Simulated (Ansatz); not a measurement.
RuAl: transverse stress against strain

RuAl (CsCl type, Pm-3m, 13.274 Å³/atom at rest, cube axes along x, y and z) under a strain ε along a cube axis (axis z), the other axes held. r2SCAN in Ansatz, a plane-wave DFT program (PAW, default set), 500 eV, 19×19×19 Γ-centred mesh, Fermi-Dirac smearing 0.10 eV; ions are relaxed within the symmetry of each cell. Stress is positive for a compressed cell.

Here s stands for strain and y for stress xx.

| strain (%) | stress xx (GPa) |
|---|---|
| -3.00 | ? |
| -1.50 | 2.45 |
| -1.00 | 1.61 |
| -0.50 | 0.79 |
| 0.00 | 0.00 |
| 0.50 | -0.77 |
| 1.00 | -1.52 |
| 1.50 | -2.26 |

The 7 complete rows are fitted with a straight line, y against s. Means: s 0, y 0.043. About the means, the sum of products is -10.975 and the sum of squares of s is 7.0000; the slope is their ratio. Least squares gives y = 0.043 - 1.5679·s. Residuals (row less fit): 0.055, -0.001, -0.037, -0.043, -0.029, 0.005, 0.049; standard error 0.044 (degrees of freedom: 5). The slope gives the elastic constant C12 = 157 ± 1.6 GPa.

**Question.** What does the fit predict for y at s = -3.00, and how far is the calculated value from it?

**Answer.** y = 0.043 - 1.5679 × (-3.0) = 4.747 GPa. The calculation gives 5.11 GPa, 0.363 GPa above the prediction (4.9 % of the range of y in the table). The row lies outside the fitted rows, so this is an extrapolation. From the scatter of the fitted rows alone, a prediction at this place has a standard error of 0.068 GPa, so the miss is 5.3 times that.

One order more, fitted to all 13 runs of the series, follows each within 0.01, so the miss is the next term of a smooth law. In a metal these values are sensitive to mesh and smearing; energies are taken to zero smearing, stresses follow the free energy. Rows are the converged runs of the series near zero and its far end; series whose fitted rows scatter by over a few per cent of the range, as at a crossing or softening among them, aren't shown in this form. Most that stay on the fit to the last digits aren't either.
